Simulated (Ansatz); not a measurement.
Cohesive energy of Ag (model structure, started from the diamond type, Fd-3m, No. 227, 2 atoms in the cell) at several levels of theory

No measured value is used here.

| level (code) | value (eV/atom) | cell (Å³/atom) |
|---|---|---|
| LDA (Ansatz) | 2.57 | 26.07 |
| PBE (Ansatz) | 1.74 | 30.05 |
| PBEsol (Ansatz) | [?] | 27.51 |
| r²SCAN (Ansatz) | 2.00 | 28.32 |

**Question.** Complete the blanks.

**Answer.** 
- PBEsol (Ansatz, a quantum-chemistry and plane-wave program), value (eV/atom): 2.10

Each level is taken at its own relaxed cell. Cutoffs differ between the levels. Ansatz's density-functional and Hartree–Fock values are scalar-relativistic unless marked +SOC, with PAW data made under PBE.

A model structure was made by putting elements into a prototype or built by hand; it is no filed structure, need not be a known phase, and can be a saddle point held by its symmetry.
